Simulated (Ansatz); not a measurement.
**Hypothetical cubic Laves (MgCu2 type) In2Au: response to strain**

The parent structure is In2Au in the cubic Laves (MgCu2 type) structure (space group Fd-3m, No. 227; a = 8.538 Å; a hypothetical phase, not in the database extracts checked). Axes: x, y, z lie along the cube axes.

Strains are applied to the cell and any free atomic positions relax; under biaxial strain the out-of-plane vector relaxes too.

Level of theory: PBE (Ansatz, a quantum-chemistry and plane-wave program, PAW, spin-orbit coupling left out).

Notes on the quantities. energy relative to the base: free energy F.

```csv
variant,shortest interatomic distance,energy relative to the base
base,3.018 Å,0 meV/atom
"biaxial strain −3.47 %, plane normal [111], relaxed out of plane",2.914 Å,-56 meV/atom
isotropic strain +3.08 %,3.111 Å,+22 meV/atom
uniaxial strain ε_xx = −0.22 %,3.015 Å,0.0 meV/atom
uniaxial strain ε_zz = −2.76 %,2.977 Å,+1.6 meV/atom
```

Without a gap, meshes like the base's 10×10×10 leave anisotropic stresses uncertain by several tenths of a GPa, and small strain energies with them. Whether these cells are dynamically stable was not tested. Under biaxial strain −3.47 %, plane normal [111], relaxed out of plane the cell ends below the base's energy or with stress of the wrong sign: the atoms slid into a distortion or the cell is elastically unstable, so the base is not a stable minimum at this level.
